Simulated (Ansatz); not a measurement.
**NbSi2 under a change: uniaxial strain ε_zz = −1.24 %**

Base system: NbSi2 (space group P6_222, No. 180; a = 4.793 Å, c = 6.585 Å). Axes: x lies along a and z along c of the hexagonal cell.

The change: uniaxial strain ε_zz = −1.24 %, all other strain components held at zero; the atoms relax in the strained cell.

Calculations: r2SCAN in Ansatz (plane waves to 500 eV, PAW, without spin-orbit coupling). k-mesh 11×11×7 (Γ-centred); smearing 0.05 eV (Fermi–Dirac).

Volume per atom: 14.38 Å³ (base 14.56 Å³)
Space group: P6_222 (No. 180) (base P6_222 (No. 180))
Shortest interatomic distance: 2.535 Å (base 2.559 Å)
Energy relative to the base (free energy F): +3.4 meV/atom
Pressure (mean of the normal stresses, compression positive): 2.7 GPa (base 0.0 GPa)
Band gap: zero (base zero)
Stress (xx, yy, zz, yz, xz, xy; compression positive): (1.1, 1.1, 6.1, 0.0, 0.0, 0.0) GPa (rough)

Without a gap, meshes like the base's 11×11×7 leave anisotropic stresses uncertain by several tenths of a GPa, and small strain energies with them. Whether these cells are dynamically stable was not tested. All final runs are without spin polarisation. An odd electron count without spin: NbSi2.

Ansatz is an electronic-structure program.
